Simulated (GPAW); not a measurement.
# Worked example: self-consistent single point of LiF (Fm-3m, 2 atoms in the cell) in GPAW

Method of the run: PBE, GPAW PAW datasets PBE (gpaw-data 1.0.1) (plane waves; GPAW).

This input was run:

```python
from ase import Atoms
from ase.units import GPa
from gpaw import GPAW

atoms = Atoms(['Li', 'F'],
              cell=[[0.000000, 2.021045, 2.021045],
                    [2.021045, 0.000000, 2.021045],
                    [2.021045, 2.021045, 0.000000]],
              positions=[[0.000000, 0.000000, 0.000000],
                         [2.021045, 2.021045, 2.021045]],
              pbc=True)

calc = GPAW(mode={'name': 'pw', 'ecut': 950},
            xc='PBE',
            kpts={'size': (8, 8, 8), 'gamma': True},
            occupations={'name': 'fermi-dirac', 'width': 0.05},
            nbands=-6,
            convergence={'bands': -4},
            symmetry={'symmorphic': False, 'tolerance': 0.0005},
            maxiter=150)

atoms.calc = calc

energy = atoms.get_potential_energy()
print('Energy (eV):', round(energy, 6))
forces = atoms.get_forces()
print('Forces (eV/Ang):')
print(forces.round(5))
stress = atoms.get_stress()
print('Stress (GPa, Voigt):', (stress / GPa).round(4))
```

Log, with long lists cut:

```
Input parameters:
  convergence: {bands: -4}
  kpts: {gamma: True,
         size: (8, 8, 8)}
  maxiter: 150
  mode: {ecut: 950,
         name: pw}
  nbands: -6
  occupations: {name: fermi-dirac,
                width: 0.05}
  symmetry: {symmorphic: False,
             tolerance: 0.0005}
  xc: PBE

species:
  Li:
    name: Lithium
    Z: 3.0
    valence: 1
    core: 2
    charge: 0.0
    file: Li.PBE.gz

    # Using partial waves for Li as LCAO basis

  F:
    name: Fluorine
    Z: 9.0
    valence: 7
    core: 2
    charge: 0.0
    file: F.PBE.gz

    # Using partial waves for F as LCAO basis

Reference energy: -2916.868605  # eV

Spin-paired calculation

Convergence criteria:
 Maximum [total energy] change in last 3 cyles: 0.0005 eV / valence electron
 Maximum integral of absolute [dens]ity change: 0.0001 electrons / valence electron
 Maximum integral of absolute [eigenst]ate change: 4e-08 eV^2 / valence electron
 Maximum number of scf [iter]ations: 150

Symmetries present (total): 48
Symmetries with fractional translations: 0
512 k-points: 8 x 8 x 8 Monkhorst-Pack grid + [1/16,1/16,1/16]
29 k-points in the irreducible part of the Brillouin zone
       k-points in crystal coordinates                weights
   0:     0.00000000    0.00000000    0.00000000          1/512
   1:     0.12500000    0.12500000    0.00000000          6/512
   2:     0.12500000    0.12500000    0.12500000          8/512
   [... 7 lines left out ...]
          ...
  28:     0.50000000    0.50000000    0.50000000          4/512

Wave functions: Plane wave expansion
  Cutoff energy: 950.000 eV
  Number of coefficients (min, max): 1067, 1121
  Pulay-stress correction: 0.000000 eV/Ang^3 (de/decut=0.000000)

Occupation numbers: Fermi-Dirac:
  width: 0.0500  # eV

Eigensolver

Densities:
  Coarse grid: 21*21*21 grid
  Fine grid: 42*42*42 grid
  Total Charge: 0.000000

Density mixing:
  Method: separate
  Backend: pulay
  Linear mixing parameter: 0.05
  old densities: 5
  Damping of long wavelength oscillations: 50

Hamiltonian:
  XC and Coulomb potentials evaluated on a 42*42*42 grid
  External potential:
    NoExternalPotential

XC parameters: PBE with 2 nearest neighbor stencil

Number of atoms: 2
Number of atomic orbitals: 8
Number of bands in calculation: 10
Number of valence electrons: 8
Bands to converge: 6

Density initialized from atomic densities
  8 bands from LCAO basis set
  2 bands from random numbers

Atomic positions and initial magnetic moments

Positions:
   0 Li     0.000000    0.000000    0.000000    ( 0.0000,  0.0000,  0.0000)
   1 F      2.021045    2.021045    2.021045    ( 0.0000,  0.0000,  0.0000)

Unit cell:
           periodic     x           y           z      points  spacing
  1. axis:    yes    0.000000    2.021045    2.021045    21     0.1111
  2. axis:    yes    2.021045    0.000000    2.021045    21     0.1111
  3. axis:    yes    2.021045    2.021045    0.000000    21     0.1111

  Lengths:   2.858189   2.858189   2.858189
  Angles:   60.000000  60.000000  60.000000

Effective grid spacing dv^(1/3) = 0.1213

     iter     time        total  log10-change:
                         energy   eigst   dens
iter:   1 --:--:--    -9.795829   +1.03
iter:   2 --:--:--    -9.741620   -0.14  -1.13
iter:   3 --:--:--    -9.588180   -0.49  -1.17
iter:   4 --:--:--    -9.598059   -1.73  -1.39
iter:   5 --:--:--    -9.600044   -2.26  -1.79
iter:   6 --:--:--    -9.601431c  -2.67  -2.76
iter:   7 --:--:--    -9.600158c  -2.56  -2.37
iter:   8 --:--:--    -9.600081c  -4.07  -2.96
iter:   9 --:--:--    -9.600081c  -5.30  -3.93
iter:  10 --:--:--    -9.600082c  -6.34  -4.24c
iter:  11 --:--:--    -9.600081c  -6.11  -3.99
iter:  12 --:--:--    -9.600081c  -8.30c -4.85c

Converged after 12 iterations.

Dipole moment: (0.000000, 0.000000, 0.000000) |e|*Ang

Energy contributions relative to reference atoms: (reference = -2916.868605)

Kinetic:        +11.025738
Potential:      -10.758334
External:        +0.000000
XC:              -9.884891
Entropy (-ST):   -0.000000
Local:           +0.017406
SIC:             +0.000000
--------------------------
Free energy:     -9.600081
Extrapolated:    -9.600081

Showing only first 2 kpts
 Kpt  Band  Eigenvalues  Occupancy
  0     2     -0.74627    2.00000
  0     3     -0.74627    2.00000
  0     4      8.23505    0.00000
  0     5     23.31291    0.00000

  1     2     -0.89555    2.00000
  1     3     -0.89554    2.00000
  1     4      8.87364    0.00000
  1     5     20.82159    0.00000

Fermi level: 2.58836

Gap: 8.981 eV
Transition (v -> c):
  (s=0, k=0, n=3, [0.00, 0.00, 0.00]) -> (s=0, k=0, n=4, [0.00, 0.00, 0.00])
No difference between direct/indirect transitions
Energy (eV): -9.600081

Forces in eV/Ang:
  0 Li    0.00000   -0.00000    0.00000
  1 F     0.00000   -0.00000    0.00000

Stress tensor:
    -0.008617    -0.000000    -0.000000
    -0.000000    -0.008617    -0.000000
    -0.000000    -0.000000    -0.008617
Stress (GPa, Voigt): [-1.3805 -1.3805 -1.3805 -0.     -0.     -0.    ]
```

The run converged in 12 iterations. GPAW prints stress with tension positive.

At such cutoffs GPAW's stress carries a finite-basis (Pulay) error, which enters relaxed cells too; its log prints stress with tension positive.

The starting cell has typed, rounded lattice constants, without a prior relaxation at this level. Its lattice was rescaled by up to half a per cent.
